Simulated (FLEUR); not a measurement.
Input and output of a self-consistent single point for TiFeH2 (Pmc2_1, 8 atoms in the cell) (FLEUR).

Method of the run: FLEUR with LDA (Perdew-Zunger), all-electron FLAPW (FLEUR), scalar-relativistic valence.

The change in words: lattice scaled by 0.98. Reference geometry:
```yaml
crystal:
  lattice:
    - [2.80811, 0.00000, 0.00000]
    - [0.00000, 4.73793, 0.00000]
    - [0.00000, 0.00000, 4.55451]
  atoms:
    - { symbol: Ti, position: [0.50000, 0.29982, 0.28994] }
    - { symbol: Ti, position: [0.50000, 0.70018, 0.78994] }
    - { symbol: Fe, position: [0.00000, 0.18703, 0.78968] }
    - { symbol: Fe, position: [0.00000, 0.81297, 0.28968] }
    - { symbol: H, position: [0.50000, 0.93246, 0.44952] }
    - { symbol: H, position: [0.50000, 0.06754, 0.94952] }
    - { symbol: H, position: [0.00000, 0.47856, 0.55285] }
    - { symbol: H, position: [0.00000, 0.52144, 0.05285] }
```

Reference input (self-consistent single point, DFT, LDA (Perdew-Zunger), all-electron FLAPW (FLEUR), scalar-relativistic valence): Kmax = 4.7 1/bohr; GmaxXC = 18.8 1/bohr; xcFunctional = pz; jspins = 1; l_soc = F; mode = gauss; fermiSmearingEnergy = 0.00367493 Htr; mesh (inpgen div1-3) = 8 5 5; inpgen gamma flag = true; Gmax = 18.8 1/bohr; numbands = 0; maxIterBroyd = 15. This run's input differs from it in these lines:

```diff
@@ -3,5 +3,5 @@
 &input film=f /
-2.8081100000 0.0000000000 0.0000000000
-0.0000000000 4.7379310000 0.0000000000
-0.0000000000 0.0000000000 4.5545120000
+2.7519480000 0.0000000000 0.0000000000
+0.0000000000 4.6431720000 0.0000000000
+0.0000000000 0.0000000000 4.4634220000
 1.8897261246
@@ -50,5 +50,5 @@
          <bravaisMatrix>
-            <row-1>    5.3065588277505062     0.0000000000000000     0.0000000000000000</row-1>
-            <row-2>    0.0000000000000000     8.9533919872522016     0.0000000000000000</row-2>
-            <row-3>    0.0000000000000000     0.0000000000000000     8.6067803112041936</row-3>
+            <row-1>    5.2004280291407206     0.0000000000000000     0.0000000000000000</row-1>
+            <row-2>    0.0000000000000000     8.7743234294112309     0.0000000000000000</row-2>
+            <row-3>    0.0000000000000000     0.0000000000000000     8.4346451585143800</row-3>
          </bravaisMatrix>
```

Output (repeated stretches shortened):

```
 Iteration:     1   Distance:      25.27543091 me/bohr^3
 Iteration:     2   Distance:      16.75961648 me/bohr^3
 Iteration:     3   Distance:      15.51784312 me/bohr^3
 Iteration:     4   Distance:       7.68460579 me/bohr^3
 Iteration:     5   Distance:       6.79357310 me/bohr^3
   [... 14 lines left out ...]
 Iteration:    20   Distance:       0.00005654 me/bohr^3
 Iteration:    21   Distance:       0.00002179 me/bohr^3
 Iteration:    22   Distance:       0.00001788 me/bohr^3
 Iteration:    23   Distance:       0.00000586 me/bohr^3
 Reset of history
 Run finished successfully
 Stop message:
   Structural relaxation: new displacements generated

[file out, last iteration]
             iter=     24
[...]
          total density-effective poten   -6.7471221715E+03
          total charge density-energy d   -1.8968397684E+02
 Updated energy parameters for spin:           1
[...]
 fermi energy and band-weighting factors:

[...]
FERMIE:
          first approx. to ef    (T=0)  :   0.435580 htr   (energy of the highest occ. eigenvalue)
          number of occ. states  (T=0)  :       1356
          first approx. to seigv (T=0)  : -35.577580 htr
          sum of weights of occ. states :  30.005000
          sum of semicore charge        :   0.000000 e
          fermi energy=   0.43600 har   work function= -11.86424 ev
          number of valence electrons=  60.00000
   [... lines left out ...]
          total moment                 =     0.00000
 Direct bandgap for spin            1 :    6.3570445323774538E-003  Htr
 ---->    free energy=                     -4247.5802083280 htr
   [... lines left out ...]
 TOTAL FORCE FOR ATOM TYPE=  2  X=  0.000   Y=  1.641   Z= -1.774
                       FX_TOT= 0.000000 FY_TOT=-0.000190 FZ_TOT=-0.001205
 TOTAL FORCE FOR ATOM TYPE=  3  X=  2.600   Y= -0.593   Z=  3.792
                       FX_TOT= 0.000000 FY_TOT=-0.001180 FZ_TOT= 0.000520
 TOTAL FORCE FOR ATOM TYPE=  4  X=  0.000   Y=  4.199   Z= -3.772
                       FX_TOT= 0.000000 FY_TOT= 0.002156 FZ_TOT=-0.000498
```

The run converged in 23 iterations. FLEUR gives forces in its relaxation mode, with a further iteration, so its stop message speaks of a relaxation. Against the reference run the total energy goes down by 16.2 meV/atom and the largest force goes from 0.137 to 0.114 eV/Å.

The starting cell comes from a database of computed structures (which also holds hypothetical and non-ambient phases and stackings), without a prior relaxation at this level. Its lattice was rescaled by a random factor within 2.5 % of one. For this run, on top of that: lattice scaled by 0.98. Spin polarisation is off. Values depend on the basis (sphere radii, cutoffs, local orbitals), which need not be converged. The log's line on a gap gives a spacing of levels on this mesh, which the program prints for metals too.

Cost on one core of a shared machine: roughly 6 min.
